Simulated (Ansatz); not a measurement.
Amorphous In$_{9}$Ga$_{9}$Zn$_{9}$O$_{38}$Sn, 66 atoms at 5.91 g/cm³, one PBE-relaxed geometry, zone centre. Methods: PBE, scalar-relativistic without spin-orbit coupling (Ansatz, an electronic-structure program); r2SCAN, scalar-relativistic without spin-orbit coupling (Ansatz); HSE06, scalar-relativistic without spin-orbit coupling (Ansatz). Plane waves to 420 eV (r2SCAN 500 eV); exact exchange is cut at the cell's faces. At PBE the levels at the filled edge of the gap are localised (band-tail or defect states), and the nearest spread-out levels lie 1.1 eV apart at the zone centre. All rungs ran without spin polarisation.

It comes from a melt-quench run on a machine-learned potential (CHGNet), relaxed afterwards by DFT. O atoms were pushed apart under 1.9 Å during the dynamics, to hinder bonds among them. The hot cell started wider than the set density and was brought back towards it in steps. It is the lowest in DFT energy of 2 quenches. It is a model cell: composition and starting density were chosen by hand, and all elements were melted together. No dispersion term was used. Its density started from a set value of 5.91 and ended at 5.91 g/cm³. The quench (nominally 210 K/ps over its main leg) was far faster than any real one, so the model tends to hold more defects than a real film. One small periodic cell is one sample of the glass; other quenches scatter about these values. The volume was held where the preparation left it and the shape relaxed, at a PBE pressure of 2.2 GPa. Stress components on the final sampling reach 2.3 GPa.

The relaxation ran on the zone centre alone. At PBE the level gap is 0.49 eV on a 2×2×2 Γ-centred mesh, and the spacing at the zone centre alone 0.50 eV.

Question: What zone-centre spacing does r2SCAN give, roughly?

Answer: 0.91 eV (+0.42 eV against PBE).

Question: What zone-centre spacing does HSE06 give, roughly?

Answer: 2.05 eV (+1.56 eV against PBE).

The highest filled and the lowest empty state spread over these numbers of atoms (participation numbers): PBE: 9.0 and 61.2; r2SCAN: 8.7 and 60.4; HSE06: 8.7 and 60.0.
